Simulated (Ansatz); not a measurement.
The reference is BeS in the rock salt structure (space group Fm-3m, No. 225; a = 4.590 Å; a hypothetical phase, not in the database extracts checked). Axes: x, y, z lie along the cube axes.

Method: DFT with PBEsol, PAW potentials and a 420 eV plane-wave cutoff in Ansatz (a first-principles code), scalar-relativistic without spin-orbit coupling.

One thing is altered: the cell is compressed by 4.65 % along x with no lateral relaxation, atoms relaxed at fixed cell.

### Question
Predict the stress tensor and what it implies for the stiffness.

### Answer
Stress of the strained cell less that of the base (GPa, compression positive):
```
  11.92    0.00    0.00
   0.00    3.77    0.00
   0.00    0.00    3.77
```

Then −Δσ_ii/ε with ε = -0.0465 gives secant stiffness values (nonlinear terms included at this strain): C11 ≈ 256 GPa, C12 ≈ 81 GPa and C13 ≈ 81 GPa.

As a check, the harmonic strain energy −½ V₀ Δσ:ε is 21 meV/atom; the computed energy rise is 19 meV/atom.

Stability against distortions was not tested.
